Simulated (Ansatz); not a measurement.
The reference is ZnS in the zinc blende structure (space group F-43m, No. 216; a = 5.2968 Å). Axes: x, y, z lie along the cube axes.

Calculations: LDA (Ansatz, a program for electronic structure), scalar-relativistic without spin-orbit coupling.

Strains are applied to the cell and any free atomic positions relax; under biaxial strain the out-of-plane vector relaxes too.

One change was made to it. Results:

```csv
quantity,base,after
gap character,direct at Γ,direct at Γ
"pressure (mean of the normal stresses, compression positive)",-0.1 kbar,30.6 kbar
"valence-band top at Γ (three highest levels, from the VBM)","0.00, 0.00, 0.00 eV","0.00, 0.00, -0.28 eV"
```

**Question.** Which of these changes matches the shifts?
A) biaxial strain +2.50 %, plane normal [111], relaxed out of plane
B) biaxial strain −2.50 %, plane normal [111], relaxed out of plane
C) biaxial strain +2.08 %, plane normal [111], relaxed out of plane
D) biaxial strain −1.67 %, plane normal [111], relaxed out of plane

**Answer.** B, biaxial strain −2.50 %, plane normal [111], relaxed out of plane. For comparison, the valence-band top at Γ in the other runs: biaxial strain −1.67 %, plane normal [111], relaxed out of plane gives 0.00, 0.00, -0.18 eV; biaxial strain +2.08 %, plane normal [111], relaxed out of plane gives 0.00, -0.17, -0.17 eV; biaxial strain +2.50 %, plane normal [111], relaxed out of plane gives 0.00, -0.20, -0.20 eV.

Stability against distortions was not tested. k-point labels follow each cell's own Brillouin zone.
